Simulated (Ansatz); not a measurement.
## Pressure series in CuI

Base system: CuI in the zinc blende structure (space group F-43m, No. 216; a = 6.0793 Å).

Cell and atoms are relaxed at each pressure.

Method: PBE/PAW in Ansatz (an electronic-structure program), spin-orbit coupling left out.

Candidates:
(a) pressure 0.9 GPa
(b) pressure −2 GPa
(c) pressure 9 GPa
(d) pressure 22.5 GPa
(e) pressure 15 GPa

Base values:

The band gap comes out as 1.10 eV.

Q: Order them by band gap, lowest first.

A: (b) pressure −2 GPa (0.96 eV), (a) pressure 0.9 GPa (1.16 eV), (c) pressure 9 GPa (1.56 eV), (e) pressure 15 GPa (1.77 eV), (d) pressure 22.5 GPa (2.00 eV)

Spin-orbit coupling, missing from the scalar runs, can matter with I. Load acts through the strain it causes; cell and atoms are relaxed under it. No phonon test of stability was made. Tetrahedral semiconductors of this kind turn to denser phases somewhere between about 1 and 50 GPa; those were not computed, so compressed cells here can lie past the real transition. The final runs are not spin-polarised.
